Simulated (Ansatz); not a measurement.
A thin film of CoSi2 (Fm-3m, relaxed from the fluorite type) is deposited stress-free at 725 K on a thick substrate of Ge in the diamond structure and cooled to 300 K. Take the in-plane direction as the cubic or basal-plane axis of each crystal, and these free lattice constants from quasi-harmonic lattice dynamics on PBEsol density-functional theory in Ansatz (plane waves, PAW).

```json
[
 {"crystal": "CoSi2", "a at 300 K (Å)": "5.33060", "a at 725 K (Å)": "5.35314"},
 {"crystal": "Ge", "a at 300 K (Å)": "5.68987", "a at 725 K (Å)": "5.70875"}
]
```

 Spin-orbit coupling is not included. The runs of CoSi2 (PBEsol) noted for some cells that some bands missed the eigensolver's tolerance; how far this moves their values was not measured.

Problem. What in-plane thermal strain does the film carry at 300 K, and is it tensile or compressive?

Solution. With logarithmic strains ln(a_hot/a_300): left free, the film would shrink by 0.422 % and the substrate by 0.331 %. The film is held to the substrate, so its strain is 0.091 %: tensile. Plastic relief and phase changes are ignored.

The PAW data sets were generated under PBE and serve the other functionals too.

Ansatz is a first-principles code.
